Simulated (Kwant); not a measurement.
Model system: quantum point contact (saddle potential) in a Si two-dimensional gas. Effective mass 0.19 mₑ, grid spacing 6.7 nm, hard walls, nominal width 200 nm (29 grid rows, so walls 201 nm apart), one parabolic valley, scattering region 600 nm long along x; energies count from the band bottom; Fermi energy 0.00203 eV. Potential (V0 + ½k y²) cos²(πx/L) for |x| < L/2, with V0 swept from 0.0021315 to 0 eV, k = 1.7e-06 eV/nm², L = 280 nm.

Constants are typed, rounded textbook-type inputs, not results; the design itself was drawn at random and stands for no fabricated device.

Kwant, effective-mass tight-binding model on a square grid, one spin, coherent transport at 0 K. Conductance is in e²/h.

Compare with the saddle-point formula G = Σ 1/(1 + exp(−2π(E − V0 − ħωy(n + ½))/ħωx)), taking ħωy = ħ√(k/m) and ħωx from the curvature along x of V0 plus half of the mode's confinement energy.

ħωy = 0.826 meV; at V0 = 1.73 meV the lowest mode has ħωx = 0.442 meV.

```
V0 (meV)  formula  simulation
--------  -------  ----------
2.01       0.0055      0.0054
1.73         0.17        0.18
1.45         0.93        0.93
1.17         1.00        1.00
0.896        1.16        1.19
0.618        1.96        1.96
```

The formula takes a parabolic saddle in the continuum; the run has the full potential on a grid.
